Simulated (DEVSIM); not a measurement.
Device: abrupt Si n-p junction, at 250 K.

```
layer (left to right)  material  thickness (μm)  Nd (cm⁻³)  Na (cm⁻³)  τn (s)  τp (s)
---------------------  --------  --------------  ---------  ---------  ------  ------
1                            Si           0.420     1.1e16          -  1.8e-6  1.8e-6
2                            Si            39.0          -     6.7e16  1.8e-6  1.8e-6
```

Left contact: ohmic. Right contact: ohmic. Voltage is applied to the left contact. Recombination: SRH at mid-gap, Auger. Mobility is μmin + (μ − μmin)/(1 + (N/Nref)^α).

Constants are typed, rounded textbook-type inputs, not results; the design itself was drawn at random and stands for no fabricated device. Values at 300 K; Nc and Nv go as T^1.5, mobilities as T to minus their exponent, the gap by Varshni's rule with the affinity fixed.

```tsv
parameter	Si
gap (eV)	1.124
affinity (eV)	4.05
permittivity	11.7
Nc (cm⁻³)	2.86e19
Nv (cm⁻³)	3.1e19
μn (cm²/Vs)	1417
μp (cm²/Vs)	470
μn,min	52
μp,min	45
Nref,n	9.7e16
Nref,p	2.2e17
αn	0.68
αp	0.72
T exponent of μn	2.3
T exponent of μp	2.2
Cn (cm⁶/s)	2.8e-31
Cp (cm⁶/s)	9.9e-32
Varshni α (eV/K)	0.000473
Varshni β (K)	636
```

DEVSIM, 1D drift-diffusion, Boltzmann statistics, complete ionisation; no tunnelling, impact ionisation, image-force lowering or self-heating.

Give the dark forward current.


| V (V) | J (A/cm²) |
|---|---|
| -0.05 | -1.8e-11 |
| -0.10 | -7.7e-11 |
| -0.15 | -3.2e-10 |
| -0.20 | -1.6e-9 |
| -0.30 | -8.2e-8 |
| -0.35 | -7.4e-7 |
| -0.40 | -6.9e-6 |
| -0.45 | -6.6e-5 |
| -0.50 | -0.00063 |
| -0.55 | -0.0060 |
| -0.60 | -0.057 |
| -0.70 | -4.5 |
| -0.75 | -23 |
| -0.80 | -61 |
| -0.85 | -110 |
| -0.90 | -170 |
| -0.95 | -230 |
| -1.05 | -370 |
| -1.10 | -440 |
| -1.15 | -520 |
| -1.20 | -600 |
| -1.25 | -680 |
| -1.30 | -770 |
| -1.35 | -860 |
| -1.45 | -1000 |
| -1.50 | -1100 |
| -1.55 | -1300 |
| -1.60 | -1400 |
